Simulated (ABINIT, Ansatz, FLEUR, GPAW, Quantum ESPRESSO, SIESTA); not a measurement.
# Code comparison for TaF3 (Pm-3m, 4 atoms in the cell)

Self-consistent single point.

```yaml
crystal:
  lattice:
    - [4.16665, 0.00000, 0.00000]
    - [0.00000, 4.16665, 0.00000]
    - [0.00000, 0.00000, 4.16665]
  atoms:
    - { symbol: Ta, position: [0.00000, 0.00000, 0.00000], spin: 1.0 }
    - { symbol: F, position: [0.00000, 0.50000, 0.00000] }
    - { symbol: F, position: [0.50000, 0.00000, 0.00000] }
    - { symbol: F, position: [0.00000, 0.00000, 0.50000] }
```
(The spins are starting values, not results.)

All programs got the same cell, k-point mesh and kind of occupations, and the same starting moments (in Ansatz's words: kpoints.mp_grid.grid = 9 9 9; magnetization.spin_polarized = true; scf.occupations.method = gaussian; scf.occupations.width = 0.02 Ry); potentials, basis and cutoffs are each program's usual ones.

```
code                                                                                                                                      model  pressure (GPa)  size of the net moment (μB/atom)  k-points           cutoff
----------------  -----------------------------------------------------------------------------------------------------------------------------  --------------  --------------------------------  --------  ---------------
GPAW                                                                                      PBEsol, GPAW PAW datasets PBEsol (made by gpaw-setup)               –                              0.50        35           950 eV
Ansatz                                                                                                          PBEsol, PAW files made with PBE           -4.00                              0.50        35          30.9 Ry
ABINIT                                                           PBEsol, norm-conserving pseudopotentials (PseudoDojo nc-sr-04 PBEsol standard)           -6.87                              0.00        35            84 Ry
FLEUR                                                                           PBEsol, all-electron FLAPW (FLEUR), scalar-relativistic valence               –                              0.50        35  Kmax 4.5 1/bohr
Quantum ESPRESSO                                                          PBEsol, PseudoDojo standard norm-conserving (PBESOL) pseudopotentials           -6.87                              0.00        35            85 Ry
SIESTA            GGA PBEsol, numerical atomic orbitals DZP, PseudoDojo PBEsol standard norm-conserving potentials (rewritten from UPF to PSML)           -8.86                              0.00       365      grid 350 Ry
```

A dash marks a value that a program does not give, or that is left out as unsure.

The net moments differ, which can mean other magnetic states; other values may part for that reason too.

The spread over the programs that give each value: pressure within 4.86 GPa; size of the net moment within 0.50 μB/atom.

The starting cell comes from a database of computed structures (which also holds hypothetical and non-ambient phases and stackings), without a prior relaxation at this level. On Ansatz's run: Spin-orbit coupling is off. With one magnetic atom in the cell only a parallel order is possible. In the base run, with a pressure of about -4 GPa the cell is away from its equilibrium volume at this level.

Why do the programs differ, and what cannot be compared?

Differences of this kind can come from the potentials, where these differ, and from what each basis and cutoff leave unconverged. The valence holds different numbers of electrons (GPAW 34, Ansatz (a quantum-chemistry and plane-wave program) 34, ABINIT 34, FLEUR 48, Quantum ESPRESSO 34, SIESTA 34). The zero of total energies and Fermi levels follows the potentials and each program's conventions, so they are not compared here. SIESTA uses small atom-centred bases, whose incompleteness enters pressures, forces and empty levels differently from a plane-wave cutoff. FLEUR treats all electrons, but the usual bases taken here (sphere radii, linearisation, local orbitals, empty states) were not tested for convergence, so the values are no reference for the others. Ansatz's pressure is given at a fixed set of plane waves, as the other plane-wave codes print theirs; with its correction for the finite basis it is -3.70 GPa (the shift of 0.30 GPa shows how far the cutoff is from converged). Ansatz's smearing width was typed in Ry to four decimals, so it matches the others to a few per cent. The pressure of GPAW is left out: its cutoff lies under the one at which its stress was checked. Site moments depend on each program's spheres or projections; the total moment of the cell does not. The programs reduce the same mesh by symmetry to different extents, which changes the work and not the result. In the pressure, Ansatz (by 2.87) and SIESTA (by 1.99) lie more than 1 GPa from the median of the plane-wave programs.

Keys are those of Ansatz 0.2.
